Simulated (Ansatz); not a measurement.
Consider TiC in the rock salt structure (space group Fm-3m, No. 225).

```
CELL_PARAMETERS angstrom
      0.00000     2.13043     2.13043
      2.13043     0.00000     2.13043
      2.13043     2.13043     0.00000
ATOMIC_POSITIONS crystal
  Ti 0.00000 0.00000 0.00000
  C  0.50000 0.50000 0.50000
```

Level of theory: LDA (Ansatz, a program for electronic structure, PAW, no spin-orbit coupling).

For the base:

```
Item                             Value
-----------------------------  -------
Shortest interatomic distance  2.130 Å
```

Perturbation: cell and atoms relaxed at a pressure of 22.5 GPa.

Problem. What happens to the shortest interatomic distance?

Solution. The shortest interatomic distance shrinks by 0.0488 Å (2.130 Å → 2.082 Å).

Load acts through the strain it causes; cell and atoms are relaxed under it. No phonon test of stability was made. No other phases were tried under pressure. The final runs are not spin-polarised.
